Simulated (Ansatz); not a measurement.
The reference is a 16-atom supercell of Si in the diamond structure (space group Fd-3m, No. 227) at its relaxed geometry.

```
Si
1.0
    0.00000     5.44406     5.44406
    5.44406     0.00000     5.44406
    5.44406     5.44406     0.00000
Si
16
Direct
  0.25000   0.25000   0.25000
  0.25000   0.25000   0.75000
  0.25000   0.75000   0.25000
  0.25000   0.75000   0.75000
  0.75000   0.25000   0.25000
  0.75000   0.25000   0.75000
  0.75000   0.75000   0.25000
  0.75000   0.75000   0.75000
  0.37500   0.37500   0.37500
  0.37500   0.37500   0.87500
  0.37500   0.87500   0.37500
  0.37500   0.87500   0.87500
  0.87500   0.37500   0.37500
  0.87500   0.37500   0.87500
  0.87500   0.87500   0.37500
  0.87500   0.87500   0.87500
```

Calculations: r2SCAN (Ansatz, a quantum-chemistry and plane-wave program; PAW; 500 eV plane waves; no spin-orbit coupling), earlier PAW set.

Base values:

| Item | Result |
|---|---|
| Mean distance from the defect site to its nearest host atoms | 2.36 Å |
| Pressure | 0.0 GPa |

The change: a neutral Ti on a Si site, atoms relaxed at fixed cell, starting from a slightly rattled geometry.

Tabulated Pauling electronegativity and covalent radius: Si 1.90, 1.11 Å; Ti 1.54, 1.60 Å.

What does the calculation give for the mean distance from the defect site to its nearest host atoms, pressure and largest displacement of a host atom from its site in the perfect cell after the change?

The mean distance from the defect site to its nearest host atoms rises by 0.10 Å, from 2.36 Å to 2.46 Å; the pressure goes from zero to 2.7 GPa; the largest displacement of a host atom from its site in the perfect cell amounts to 0.10 Å.

Other magnetic orders, which the real material may have, were not ruled out. The cell is small, so the values are those of an ordered compound at a high defect concentration; dilute-limit values will differ. Starting moments died away, wholly or in part, for Ti on a Si site; another magnetic solution may exist. The defect cell is spin-polarised and ends with 0.0 μB.
